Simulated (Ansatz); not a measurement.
Electron-phonon data for Ti2C (R-3m)

Input:

```
Ti2C
1.0
    1.52638     0.88125     4.77065
   -1.52638     0.88125     4.77065
    0.00000    -1.76251     4.77065
Ti C
2 1
Direct
  0.24584   0.24584   0.24584
  0.75416   0.75416   0.75416
  0.50000   0.50000   0.50000
```

The numbers are results of PBEsol, DFPT electron-phonon coupling, linearised Boltzmann equation (plane waves, PAW, scalar-relativistic; Ansatz, a first-principles code), not measurements. Geometry: relaxed with this functional, without spin-orbit coupling.

```yaml
resistivity at 300 K: 20 (x), 20 (y), 38 (z) μΩ·cm
electron mean free path at 300 K (weighted by the current that each state carries): 6.0 (x), 6.0 (y), 5.6 (z) nm
electron-phonon coupling λ: 0.32
transport coupling λ_tr: 0.33 (x), 0.33 (y), 0.34 (z)
logarithmic_mean_phonon_energy: 31 meV
density of states at the Fermi level: 0.96 states/(eV·spin·cell)
drude_plasma_energy: 4.0 (x), 4.0 (y), 3.0 (z) eV
```

A metal at this level (no band gap). Only scattering by harmonic phonons is included (no impurities, grain boundaries, electron-electron scattering or thermal expansion). Spin-orbit coupling is left out. Halving the electron mesh (32x32x32) moves the resistivity by up to 2 % at 300 K, the mean free path by up to 2 %, the coupling by up to 2 %. Smearing 0.20 eV; phonons on a 5x5x5 q mesh, which this run doesn't test and which matters most at low temperature.

Computed structure with no diffraction record at hand here (it may be known, metastable or hypothetical): Ti2C (R-3m).
